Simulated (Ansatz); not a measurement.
**CrB2 (space group P6/mmm, No. 191; ferromagnetic)**

```cif
data_B2Cr
_chemical_formula_sum 'Cr1 B2'
_space_group_name_H-M_alt 'P6/mmm'
_space_group_IT_number 191
_space_group_name_Hall '-P 6 2'
_cell_length_a 2.95482
_cell_length_b 2.95482
_cell_length_c 2.93079
_cell_angle_alpha 90.000
_cell_angle_beta 90.000
_cell_angle_gamma 120.000
loop_
_atom_site_label
_atom_site_type_symbol
_atom_site_symmetry_multiplicity
_atom_site_Wyckoff_symbol
_atom_site_fract_x
_atom_site_fract_y
_atom_site_fract_z
_atom_site_occupancy
Cr1 Cr 1 a 0.00000 0.00000 0.00000 1
B1 B 2 d 0.33333 0.66667 0.50000 1
```

Method: PBEsol (Ansatz, an electronic-structure program, PAW, no spin-orbit coupling). k-mesh 18×18×16 (Γ-centred); smearing 0.05 eV (Fermi–Dirac).

| Item | Value |
|---|---|
| Volume per atom | 7.39 Å³ |
| Density | 5.52 g/cm³ |
| Band gap | zero |
| Magnetic state | ferromagnetic |
| Total energy | -1218.550 eV/atom (σ→0; compares only within this code and set-up) |

Other magnetic orders, which the real material may have, were not ruled out. No phonon test of stability was made.
